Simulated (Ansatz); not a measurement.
Base system: BaCuTeF (space group P4/nmm, No. 129; a = 4.360 Å, c = 9.271 Å; a cell from a computed database, its experimental status unchecked).

Computed with PBEsol (Ansatz, an electronic-structure program), no spin-orbit coupling.

For the base:

| Property | Result |
|---|---|
| Gap between the host's bands | 0.85 eV |

Perturbation: hole doping at 7.0×10^21 cm⁻³ (1.23 per cell), with a uniform compensating background at fixed cell and a 300 K Fermi–Dirac width.

Task: How does this affect the gap between the host's bands?

Result: The gap between the host's bands increases by 0.097 eV, from 0.85 eV to 0.94 eV.

Task: What happens to the Fermi level from band edge?

Result: The Fermi level relative to the doped band's edge (positive inside the band; to 0.05 eV) is +0.55 eV.

Carriers are added with a uniform compensating background; total energy and stress of such cells depend on the potential's zero and are not compared; many-body gap narrowing is missing at this level. With Te present, leaving out spin-orbit coupling can change the band edges. Stability against distortions was not tested. No Hubbard U is applied. The final runs are not spin-polarised.
